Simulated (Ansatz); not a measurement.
Base system: BiB in the zinc blende structure (space group F-43m, No. 216; a = 5.457 Å; a hypothetical phase, not in the database extracts checked).

The change: full substitution Bi → Cr, then cell and atoms are relaxed.

Levels (all Ansatz, a first-principles code, PAW, earlier PAW set): PBEsol (420 eV, spin-orbit coupling left out); r2SCAN (500 eV, no spin-orbit coupling).

The geometry is relaxed with PBEsol.

| Quantity | Result |
|---|---|
| PBEsol pressure | 0.0 GPa |
| PBEsol largest site moment | 0.66 μB |
| PBEsol magnetic state | ferromagnetic |

Problem. How does going to r2SCAN change the pressure, largest site moment and magnetic state?

Solution. The pressure goes from zero to 4.9 GPa; the largest site moment goes up by 0.209 μB to 0.86 μB; the magnetic state remains ferromagnetic.

The magnetic state is the one reached from the starting moments; the real material's order can differ, and small cells can't hold many antiferromagnetic ones. Single points use the geometry relaxed with PBEsol. Their cutoffs differ, which shifts pressures a little. Whether these cells are dynamically stable was not tested. As relaxed here, CrB is a hypothetical phase, not in the database extracts checked.
